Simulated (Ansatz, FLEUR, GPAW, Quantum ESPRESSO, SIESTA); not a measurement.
**NbZn₃ (P1, 4 atoms in the cell) computed with different codes at matched settings**

Self-consistent single point, at a second geometry (atoms moved at random). First geometry:

```
NbZn3
1.0
    3.90998     0.00000     0.00000
    0.00000     3.90998     0.00000
    0.00000     0.00000     3.90998
Nb Zn
1 3
Cartesian
  0.00000   0.00000   0.00000
  1.95499   0.00000   1.95499
  0.00000   1.95499   1.95499
  1.95499   1.95499   0.00000
```

Second geometry:
```yaml
crystal:
  lattice:
    - [3.90998, 0.00000, 0.00000]
    - [0.00000, 3.90998, 0.00000]
    - [0.00000, 0.00000, 3.90998]
  atoms:
    - { symbol: Nb, position: [0.98974, 0.00566, 0.99469] }
    - { symbol: Zn, position: [0.52039, 0.99478, 0.49401] }
    - { symbol: Zn, position: [0.99342, 0.49122, 0.51036] }
    - { symbol: Zn, position: [0.49644, 0.50834, 0.00094] }
```

Shared settings, as Ansatz (a quantum-chemistry and plane-wave program) writes them: kpoints.mp_grid.grid = 7 7 7; scf.occupations.method = fermi_dirac; scf.occupations.width = 0.1 eV. Potentials and cutoffs stand in the table.

```
code                                                                                                                                      model  ΔF from the first geometry (meV/atom)  pressure (GPa)  largest force (eV/Å)           cutoff
----------------  -----------------------------------------------------------------------------------------------------------------------------  -------------------------------------  --------------  --------------------  ---------------
GPAW                                                                                      PBEsol, GPAW PAW datasets PBEsol (made by gpaw-setup)                                   16.7           -2.88                 0.882           850 eV
Ansatz                                                                                                          PBEsol, PAW files made with PBE                                   16.7           -2.70                 0.885          default
SIESTA            GGA PBEsol, numerical atomic orbitals DZP, PseudoDojo PBEsol standard norm-conserving potentials (rewritten from UPF to PSML)                                   21.1          -10.26                 1.005      grid 350 Ry
FLEUR                                                                           PBEsol, all-electron FLAPW (FLEUR), scalar-relativistic valence                                   17.0               –                 0.902  Kmax 4.1 1/bohr
Quantum ESPRESSO                                                                                   PBEsol, PSlibrary PAW (PBE) pseudopotentials                                   16.7           -4.32                 0.887            55 Ry
```

Size of the force on each atom (eV/Å): Sizes of forces hide their directions.

| code | Nb1 | Zn2 | Zn3 | Zn4 |
|---|---|---|---|---|
| GPAW | 0.882 | 0.742 | 0.477 | 0.221 |
| Ansatz | 0.885 | 0.744 | 0.479 | 0.222 |
| SIESTA | 1.005 | 0.942 | 0.620 | 0.252 |
| FLEUR | 0.902 | 0.758 | 0.488 | 0.226 |
| Quantum ESPRESSO | 0.887 | 0.745 | 0.479 | 0.222 |

A dash marks a value that a program does not give, or that is left out as unsure.

On Ansatz's run: spin polarisation is off.

The spread over the programs that give each value: ΔF from the first geometry within 4.4 meV/atom; pressure within 7.56 GPa; largest force within 0.123 eV/Å.

SIESTA uses small atom-centred bases, whose incompleteness enters pressures, forces and empty levels differently from a plane-wave cutoff. FLEUR treats all electrons, but the usual bases taken here (sphere radii, linearisation, local orbitals, empty states) were not tested for convergence, so the values are no reference for the others. Ansatz's pressure is given at a fixed set of plane waves, as the other plane-wave codes print theirs; with its correction for the finite basis it is -2.63 GPa. In the pressure, SIESTA (by 7.38) and Quantum ESPRESSO (by 1.44) lie more than 1 GPa from the median of the plane-wave programs. In the force vectors, SIESTA (by 0.199) lies more than 0.08 eV/Å from the median of the plane-wave programs.

The starting cell comes from a database of computed structures (which also holds hypothetical and non-ambient phases and stackings), without a prior relaxation at this level. For this run, on top of that: atoms moved at random.

Left out of this page: CP2K (unsound by tests on forces, stress, charge or solver warnings).

Keys are those of Ansatz 0.2.
